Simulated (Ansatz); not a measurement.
The reference is GeSe (space group P6_3mc, No. 186; a = 4.7103 Å, c = 5.6848 Å; a hypothetical phase, not in the database extracts checked). Axes: x lies along a and z along c of the hexagonal cell.

All numbers come from Kohn–Sham DFT with the PBEsol functional, run in Ansatz (an electronic-structure program) with PAW and 420 eV plane waves, no spin-orbit coupling, earlier PAW set.

Before the change:

| Item | Result |
|---|---|
| Shortest interatomic distance | 260.4 pm |
| Pressure | -0.01 GPa |
| Band gap | 0.54 eV |

It is then changed as follows: strain tensor (xx, yy, zz, yz, xz, xy) = (−1.10, −0.45, +1.19, −0.23, −0.54, −1.36) %; the atoms relax in the strained cell.

Question: What does the calculation give for the shortest interatomic distance, energy relative to the base, largest internal atomic displacement, pressure and band gap after the change?

Answer: The shortest interatomic distance hardly moves (260.4 pm against 260.5 pm); the energy grows by 1.9 meV/atom; the largest internal atomic displacement amounts to 0.020 Å; the pressure (mean of the normal stresses, compression positive) increases by 0.371 GPa (-0.01 GPa → 0.37 GPa); the band gap increases by 0.114 eV, from 0.54 eV to 0.66 eV.

Stability against distortions was not tested.
